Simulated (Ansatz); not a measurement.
The starting structures come from a database of crystals and need not be the phases stable at ambient conditions.

 Where the default PAW files enter, the runs use the earlier of Ansatz's two default sets.

Input:

```yaml
crystal:
  lattice:
    - [5.35089, 0.00000, 0.00000]
    - [-2.67544, 4.98675, 0.00000]
    - [2.67544, 1.43541, 4.40609]
  atoms:
    - { symbol: Zn, position: [0.56814, 0.85221, 0.71593] }
    - { symbol: Zn, position: [0.56814, 0.35221, 0.21593] }
    - { symbol: Sn, position: [0.00368, 0.00552, 0.99816] }
    - { symbol: Sn, position: [0.00368, 0.50552, 0.49816] }
    - { symbol: O, position: [0.81991, 0.71268, 0.39290] }
    - { symbol: O, position: [0.10558, 0.71268, 0.78719] }
    - { symbol: O, position: [0.49987, 0.71268, 0.10723] }
    - { symbol: O, position: [0.10558, 0.21268, 0.60723] }
    - { symbol: O, position: [0.49987, 0.21268, 0.89290] }
    - { symbol: O, position: [0.81991, 0.21268, 0.28719] }
```

Space group of this cell: R3c. The cell is taken as given; by PBEsol its mean pressure is -7.1 GPa.

These are PBEsol (plane waves, PAW; Ansatz, a program for electronic structure) values and carry that method's errors.

The current runs along the normal of the first two printed vectors; no spin-orbit coupling. Scaled by the factor s: the length along the current (ions clamped). Meshes 8×8×8 and 6×6 across the current in all rows.

| s | mean pressure (GPa) | band gap (eV) |
|---|---|---|
| 0.97 | -1.7 | ? |
| 1.00 | -7.1 | 0.99 |
| 1.03 | -11.5 | 0.78 |

Take the slope of the band gap against ln s from the two given rows, extrapolate to s = 0.97, and say what the run there gives.

Slope = (0.78 − 0.99) / ln 1.03 = -7.10 eV. The line gives 0.99 + (-7.10) × ln 0.97 = 1.21 eV. The run gives 1.15 eV, 0.06 eV under the line, 26 % of the predicted step.
